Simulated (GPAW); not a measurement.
**A self-consistent single point of RbBr (Fm-3m, 2 atoms in the cell) with GPAW**

Method: PBE, GPAW PAW datasets PBE (gpaw-data 1.0.1) (plane waves; GPAW).

Input as run:

```python
from ase import Atoms
from ase.units import GPa
from gpaw import GPAW

atoms = Atoms(['Rb', 'Br'],
              cell=[[0.000000, 3.423118, 3.423118],
                    [3.423118, 0.000000, 3.423118],
                    [3.423118, 3.423118, 0.000000]],
              scaled_positions=[[0.000000, 0.000000, 0.000000],
                                [0.500000, 0.500000, 0.500000]],
              pbc=True)

calc = GPAW(mode={'name': 'pw', 'ecut': 550},
            xc='PBE',
            kpts=(7, 7, 7),
            occupations={'name': 'fermi-dirac', 'width': 0.05},
            nbands=-6,
            convergence={'density': 1e-05, 'energy': 1e-05, 'bands': -4},
            symmetry={'symmorphic': False, 'tolerance': 0.0005},
            maxiter=120)

atoms.calc = calc

energy = atoms.get_potential_energy()
print('Energy (eV):', round(energy, 6))
forces = atoms.get_forces()
print('Forces (eV/Ang):')
print(forces.round(5))
stress = atoms.get_stress()
print('Stress (GPa, Voigt):', (stress / GPa).round(4))
```

Log, with long lists cut:

```
Input parameters:
  convergence: {bands: -4,
                density: 1e-05,
                energy: 1e-05}
  kpts: [7 7 7]
  maxiter: 120
  mode: {ecut: 550,
         name: pw}
  nbands: -6
  occupations: {name: fermi-dirac,
                width: 0.05}
  symmetry: {symmorphic: False,
             tolerance: 0.0005}
  xc: PBE

species:
  Rb:
    name: Rubidium
    Z: 37.0
    valence: 9
    core: 28
    charge: 0.0
    file: Rb.PBE.gz

    # Using partial waves for Rb as LCAO basis

  Br:
    name: Bromine
    Z: 35.0
    valence: 7
    core: 28
    charge: 0.0
    file: Br.PBE.gz

    # Using partial waves for Br as LCAO basis

Reference energy: -152005.600152  # eV

Spin-paired calculation

Convergence criteria:
 Maximum [total energy] change in last 3 cyles: 1e-05 eV / valence electron
 Maximum integral of absolute [dens]ity change: 1e-05 electrons / valence electron
 Maximum integral of absolute [eigenst]ate change: 4e-08 eV^2 / valence electron
 Maximum number of scf [iter]ations: 120

Symmetries present (total): 48
Symmetries with fractional translations: 0
343 k-points: 7 x 7 x 7 Monkhorst-Pack grid
20 k-points in the irreducible part of the Brillouin zone
       k-points in crystal coordinates                weights
   0:     0.00000000    0.00000000    0.00000000          1/343
   1:     0.14285714    0.14285714    0.00000000          6/343
   2:     0.14285714    0.14285714    0.14285714          8/343
   [... 7 lines left out ...]
          ...
  19:     0.42857143    0.42857143    0.42857143          8/343

Wave functions: Plane wave expansion
  Cutoff energy: 550.000 eV
  Number of coefficients (min, max): 2333, 2397
  Pulay-stress correction: 0.000000 eV/Ang^3 (de/decut=0.000000)

Occupation numbers: Fermi-Dirac:
  width: 0.0500  # eV

Eigensolver

Densities:
  Coarse grid: 27*27*27 grid
  Fine grid: 54*54*54 grid
  Total Charge: 0.000000

Density mixing:
  Method: separate
  Backend: pulay
  Linear mixing parameter: 0.05
  old densities: 5
  Damping of long wavelength oscillations: 50

Hamiltonian:
  XC and Coulomb potentials evaluated on a 54*54*54 grid
  External potential:
    NoExternalPotential

XC parameters: PBE with 2 nearest neighbor stencil

Number of atoms: 2
Number of atomic orbitals: 9
Number of bands in calculation: 14
Number of valence electrons: 16
Bands to converge: 10

Density initialized from atomic densities
  9 bands from LCAO basis set
  5 bands from random numbers

Atomic positions and initial magnetic moments

Positions:
   0 Rb     0.000000    0.000000    0.000000    ( 0.0000,  0.0000,  0.0000)
   1 Br     3.423118    3.423118    3.423118    ( 0.0000,  0.0000,  0.0000)

Unit cell:
           periodic     x           y           z      points  spacing
  1. axis:    yes    0.000000    3.423118    3.423118    27     0.1464
  2. axis:    yes    3.423118    0.000000    3.423118    27     0.1464
  3. axis:    yes    3.423118    3.423118    0.000000    27     0.1464

  Lengths:   4.841020   4.841020   4.841020
  Angles:   60.000000  60.000000  60.000000

Effective grid spacing dv^(1/3) = 0.1597

     iter     time        total  log10-change:
                         energy   eigst   dens
iter:   1 --:--:--    -6.188199   +1.09
iter:   2 --:--:--    -6.157753   +0.16  -1.30
iter:   3 --:--:--    -6.034074   -0.69  -1.33
iter:   4 --:--:--    -6.034665   -1.41  -1.61
iter:   5 --:--:--    -6.121974   -1.89  -1.61
iter:   6 --:--:--    -6.048420   -2.27  -1.52
iter:   7 --:--:--    -6.048630   -3.36  -2.51
iter:   8 --:--:--    -6.048081   -4.06  -2.54
iter:   9 --:--:--    -6.048068   -4.95  -3.12
iter:  10 --:--:--    -6.048054c  -5.55  -3.17
iter:  11 --:--:--    -6.048078c  -5.45  -3.24
iter:  12 --:--:--    -6.048076c  -5.42  -3.26
iter:  13 --:--:--    -6.048076c  -6.53  -3.57
iter:  14 --:--:--    -6.048076c  -7.06  -3.60
iter:  15 --:--:--    -6.048075c  -7.53c -4.06
iter:  16 --:--:--    -6.048075c  -9.00c -4.75
iter:  17 --:--:--    -6.048075c  -8.52c -4.77
iter:  18 --:--:--    -6.048075c  -9.25c -4.75
iter:  19 --:--:--    -6.048075c  -9.06c -5.02c

Converged after 19 iterations.

Dipole moment: (0.000000, 0.000000, 0.000000) |e|*Ang

Energy contributions relative to reference atoms: (reference = -152005.600152)

Kinetic:        +10.384248
Potential:       -9.736046
External:        +0.000000
XC:              -6.649913
Entropy (-ST):   -0.000000
Local:           -0.046364
SIC:             +0.000000
--------------------------
Free energy:     -6.048075
Extrapolated:    -6.048075

Showing only first 2 kpts
 Kpt  Band  Eigenvalues  Occupancy
  0     6     -0.06383    2.00000
  0     7     -0.06383    2.00000
  0     8      4.31266    0.00000
  0     9      7.22193    0.00000

  1     6     -0.10639    2.00000
  1     7     -0.10639    2.00000
  1     8      4.88998    0.00000
  1     9      6.74103    0.00000

Fermi level: 1.56430

Gap: 4.376 eV
Transition (v -> c):
  (s=0, k=0, n=7, [0.00, 0.00, 0.00]) -> (s=0, k=0, n=8, [0.00, 0.00, 0.00])
No difference between direct/indirect transitions
Energy (eV): -6.048075

Forces in eV/Ang:
  0 Rb    0.00000    0.00000    0.00000
  1 Br    0.00000    0.00000    0.00000

Stress tensor:
    -0.006722    -0.000000     0.000000
    -0.000000    -0.006722    -0.000000
     0.000000    -0.000000    -0.006722
Stress (GPa, Voigt): [-1.0769 -1.0769 -1.0769 -0.      0.     -0.    ]
```

The run converged in 19 iterations. GPAW prints stress with tension positive.

The starting cell comes from a database of computed structures (which also holds hypothetical and non-ambient phases and stackings), without a prior relaxation at this level. Its lattice was rescaled by a random factor within 2.5 % of one.
